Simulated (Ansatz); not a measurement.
A (10,0) carbon nanotube, relaxed period 4.272 Å, atoms relaxed at each strain.

```tsv
strain	energy (meV a period)	axial force (nN)
-0.015	+255.5	-12.93
+0.015	+245.9	+12.14
```

The numbers are results of PBE (plane waves to 420 eV, PAW; Ansatz, a first-principles code), not measurements. Mesh 1×1×18. No spin polarisation. Periodic along z alone, with about 11 Å of vacuum beside it. An idealised model, rolled from the flat sheet. It keeps the symmetry and period of its start, so it need not be a minimum against all distortions. Buckling under compression is shut out by symmetry and the short period. Energies are free energies at a Fermi–Dirac width of 0.05 eV, from the unstrained cell.

Mean diameter 7.91 Å.

Problem. Work out the axial stiffness dF/dε in two ways, and what it means for a modulus.

Solution. From the forces: (+12.14 − (-12.93))/0.030 = 836 nN. From the energies: (E₊ + E₋)/(ε² c) = 0.5014 eV/(0.015² × 4.272 Å) = 521.6 eV/Å = 836 nN. The two agree to within 1 %. Spread over the circumference π × 7.91 Å, the force value is a sheet stiffness of 336 N/m.
